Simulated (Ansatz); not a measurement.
Response to strain in Pt

Base system: Pt in the fcc (Cu type) structure (space group Fm-3m, No. 225; a = 3.8954 Å; relaxed with 0.1 eV smearing). Axes: x, y, z lie along the cube axes.

Strains are applied to the cell and any free atomic positions relax; under biaxial strain the out-of-plane vector relaxes too.

Computed with plane-wave PAW DFT at the LDA level (Ansatz, a program for electronic structure, 420 eV), no spin-orbit coupling.

Candidates:
(a) biaxial strain +1.25 %, plane normal [111], relaxed out of plane
(b) biaxial strain −0.42 %, plane normal [111], relaxed out of plane
(c) biaxial strain −1.25 %, plane normal [111], relaxed out of plane
(d) biaxial strain −0.83 %, plane normal [111], relaxed out of plane
(e) biaxial strain +2.08 %, plane normal [111], relaxed out of plane

Notes on the quantities. energy relative to the base: free energy F.

**Question.** Order them by energy relative to the base, lowest first.

**Answer.** (b) biaxial strain −0.42 %, plane normal [111], relaxed out of plane (+0.6 meV/atom), (d) biaxial strain −0.83 %, plane normal [111], relaxed out of plane (+2.6 meV/atom), (a) biaxial strain +1.25 %, plane normal [111], relaxed out of plane (+5.3 meV/atom), (c) biaxial strain −1.25 %, plane normal [111], relaxed out of plane (+6.0 meV/atom), (e) biaxial strain +2.08 %, plane normal [111], relaxed out of plane (+14 meV/atom)

No phonon test of stability was made. The final runs are not spin-polarised.
